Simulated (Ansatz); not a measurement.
The reference is HfC in the rock salt structure (space group Fm-3m, No. 225; a = 4.641 Å; relaxed with 0.1 eV smearing). Axes: x, y, z lie along the cube axes.

Calculations: r2SCAN (Ansatz, a first-principles code), without spin-orbit coupling.

A first run, uniaxial strain ε_yy = −1.02 %, gives secant values C11 ≈ 550 GPa and C12 ≈ 110 GPa from its stress. A second run applies uniaxial stress, 2 GPa tension along z.

Task: What does linear elasticity predict for Young's modulus in the second run, and what does the run give?

Result: Linear elasticity: (C11 − C12)(C11 + 2 C12)/(C11 + C12) = 510 GPa. The run gives 470 GPa; any difference comes from nonlinear terms at these strains and numerical noise.

Stability under load was not tested beyond the relaxation. The final runs are not spin-polarised.
